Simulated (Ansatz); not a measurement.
CsCl-type HfRu was calculated with r²SCAN-D4 (plane waves, PAW; Ansatz, a program for electronic structure).

Settings: plane-wave cutoff 500 eV, 18×18×18 k mesh, Fermi–Dirac smearing 0.1 eV, no spin polarisation, scalar-relativistic PAW data made under PBE.

Computed at the level's own relaxed cell.

Q: Give the computed equilibrium volume per atom and lattice constant a.

A: 
- equilibrium volume per atom = 16.78 Å³/atom
- lattice constant a = 3.225 Å

The run finds no gap.

Spin–orbit coupling is not included.

Computed values are for the static lattice.

Cost on a shared machine: about 100 core-seconds (a rough figure).
